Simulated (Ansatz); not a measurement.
Start from an 8-atom supercell of Al in the fcc (Cu type) structure (space group Fm-3m, No. 225; a = 3.991 Å) at its relaxed geometry.

The values are results of plane-wave PAW DFT at the r2SCAN level (Ansatz, a program for electronic structure, 500 eV), spin-orbit coupling left out, earlier PAW set, not measurements.

One neutral defect a cell, atoms relaxed at fixed cell.

One change was made to it. Results:

The pressure rises by 7.5 GPa (-0.3 GPa → 7.2 GPa); the largest displacement of a host atom from its site in the perfect cell is 0.00 Å.

Task: Name the change that was made.
A. Li interstitial (started 2.00 Å from the nearest host atom)
B. In on a Al site
C. Y on a Al site, symmetric start
D. Al vacancy

Result: B, In on a Al site. For comparison, the pressure in the other runs: Y on a Al site, symmetric start gives 12.0 GPa; Li interstitial (started 2.00 Å from the nearest host atom) gives 14.5 GPa; Al vacancy gives -1.9 GPa.

The cell is small, so the values are those of an ordered compound at a high defect concentration; dilute-limit values will differ. Defects with a symmetric start kept the site's symmetry and may sit on a saddle; the others started slightly shaken. The final runs are not spin-polarised.
